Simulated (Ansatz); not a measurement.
# How far PBE and r2SCAN part for TiSi2, uniaxial stress, 5 GPa tension along z

Base system: TiSi₂ (space group Cmcm, No. 63; a = 3.5459 Å, b = 13.5650 Å, c = 3.5797 Å). Axes: x, y, z lie along a, b, c of the conventional cell.

(Cell as relaxed with PBE.)

Levels (all Ansatz, a first-principles code, PAW, earlier PAW set): PBE (420 eV, no spin-orbit coupling); r2SCAN (500 eV, spin-orbit coupling left out).

Each level relaxes its own structure.

```tsv
base	PBE	r2SCAN
volume per atom	14.35 Å³	14.17 Å³
band gap	zero	zero
```

Perturbation: uniaxial stress, 5 GPa tension along z; all other stress components relax to zero.

| quantity | PBE | r2SCAN |
|---|---|---|
| energy relative to the base (free energy F) | +4.5 meV/atom | [?] |
| shortest interatomic distance | 2.420 Å | [?] |

Task: What does r2SCAN give?

Result: 
- energy relative to the base (free energy F), r2SCAN: +4.0 meV/atom
- shortest interatomic distance, r2SCAN: 2.393 Å

PBE's energy relative to the base lies 0.5 meV/atom above r2SCAN's; PBE's shortest interatomic distance lies 0.027 Å above r2SCAN's (1.1 %). Neither level is exact; r2SCAN is the comparison here, not a measurement.

Without a gap, meshes like the base's 14×14×13 leave anisotropic stresses uncertain by several tenths of a GPa, and small strain energies with them. Load acts through the strain it causes; cell and atoms are relaxed under it. Beyond what the load breaks, stability against distortions was not tested. All final runs are without spin polarisation.
